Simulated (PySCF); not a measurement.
PySCF 2.14.0, PBE/def2-svp, df: Ga(AsH2)2(OMe) (C[O][Ga]([AsH2])[AsH2]), 12 atoms. The geometry is a generated start, not checked to be a minimum at this level.

```
Property                       Value
-------------------  ---------------
task                          energy
method                           pbe
basis                       def2-svp
two-electron scheme  density fitting
mol.max_memory               3000 MB
mf.max_cycle                     100
mf.conv_tol          1e-09 (default)
mf.grids.level           3 (default)
basis functions                  159
grid points                   158608
```

```xyz
12

Ga     0.3427     0.6194     0.2322
As     1.7142     2.2011    -1.0730
H      2.7884     2.0158    -0.0162
H      1.1338     3.3156    -0.2144
As    -0.7495     0.5036     2.4897
H     -1.8651    -0.2466     1.8091
H     -1.4356     1.8015     2.1210
O      0.1057    -0.8129    -0.7890
C     -0.4061    -2.0912    -1.0775
H     -0.9431    -2.0668    -2.0279
H      0.4114    -2.8095    -1.1581
H     -1.0967    -2.4300    -0.2959
```

With the defaults (mf.DIIS = CDIIS, mf.diis = true, mf.init_guess = minao, mf.damp = 0, mf.diis_start_cycle = 1, mf.diis_space = 8, mf.diis_damp = 0) it converges in 15 Fock builds. One run each on 2 threads, 1 BLAS thread, with these changes:
- mf.diis_space = 12
- mf.diis_damp = 0.3
- mf.init_guess = mod_huckel
- mf.diis = false
- mf.damp = 0.3, mf.diis_start_cycle = 4
- mf.init_guess = huckel
- mf.DIIS = EDIIS
- mf.init_guess = 1e
- mf.diis_space = 3

Problem. Which of these changes keep the SCF from converging, or lead it to another solution?

Solution. No convergence: mf.DIIS = EDIIS; mf.diis = false (the run ends without SCF convergence in 100 cycles). The rest reach the solution of the defaults.

```json
[
 {"setting": "mf.diis_damp = 0.3", "Fock builds": "13", "end": "same solution"},
 {"setting": "the defaults", "Fock builds": "15", "end": "same solution"},
 {"setting": "mf.diis_space = 12", "Fock builds": "15", "end": "same solution"},
 {"setting": "mf.init_guess = mod_huckel", "Fock builds": "16", "end": "same solution"},
 {"setting": "mf.init_guess = huckel", "Fock builds": "17", "end": "same solution"},
 {"setting": "mf.init_guess = 1e", "Fock builds": "22", "end": "same solution"},
 {"setting": "mf.damp = 0.3, mf.diis_start_cycle = 4", "Fock builds": "23", "end": "same solution"},
 {"setting": "mf.diis_space = 3", "Fock builds": "26", "end": "same solution"},
 {"setting": "mf.DIIS = EDIIS", "Fock builds": "101", "end": "no convergence"},
 {"setting": "mf.diis = false", "Fock builds": "101", "end": "no convergence"}
]
```
